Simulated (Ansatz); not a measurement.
A computed series for ZnS: response to strain

Take ZnS in the wurtzite structure (space group P6_3mc, No. 186; a = 3.782 Å, c = 6.208 Å) as the base. Axes: x lies along a and z along c of the hexagonal cell.

Strains are applied to the cell and any free atomic positions relax.

Computed with Kohn–Sham DFT with the PBEsol functional, run in Ansatz (an electronic-structure program) with PAW and 420 eV plane waves, without spin-orbit coupling.

Notes on the quantities. energy relative to the base: free energy F.

```json
[
 {"uniaxial strain ε_xx (%)": "-3", "energy relative to the base (meV/atom)": "7.1"},
 {"uniaxial strain ε_xx (%)": "-2.4", "energy relative to the base (meV/atom)": "4.5"},
 {"uniaxial strain ε_xx (%)": "-1.8", "energy relative to the base (meV/atom)": "?"},
 {"uniaxial strain ε_xx (%)": "-1.2", "energy relative to the base (meV/atom)": "1.1"},
 {"uniaxial strain ε_xx (%)": "-0.6", "energy relative to the base (meV/atom)": "0.3"},
 {"uniaxial strain ε_xx (%)": "0", "energy relative to the base (meV/atom)": "0.0"}
]
```

Fit ΔE = Aε² + Bε³ (ε in %) to the rows shown and predict the withheld row.

Least squares on the printed values gives A = 0.754 and B = -0.012 meV/atom (largest residual 0.0 meV/atom); this predicts 2.5 meV/atom, and the run gives 2.5 meV/atom, in agreement.

Stability against distortions was not tested.
